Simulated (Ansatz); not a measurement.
Input:

```
CELL_PARAMETERS angstrom
      2.64724     0.00000     0.00000
      0.00000     2.64724     0.00000
      1.32362    -1.32362     1.90774
ATOMIC_POSITIONS crystal
  Rh 0.00000 0.00000 0.00000
```

No spin polarisation.

The values are results of Kohn–Sham DFT with the PBEsol functional, run in Ansatz (a program for electronic structure) with PAW and 420 eV plane waves, without spin-orbit coupling, not measurements. k-mesh 30×30×30 (Γ-centred); smearing 0.1 eV (Fermi–Dirac).

Question: Estimate the band gap.

Answer: Zero.

Question: Estimate the mean in-plane stress (compression positive).

Answer: +5.2 GPa.

Question: Estimate the space group.

Answer: I4/mmm (No. 139).

The cells carry an imposed strain or load. No phonon test of stability was made. The final runs are not spin-polarised. The cell was made from Rh in the fcc (Cu type) structure (space group Fm-3m, No. 225) by this change: biaxial strain −1.00 %, plane normal [001], relaxed out of plane.
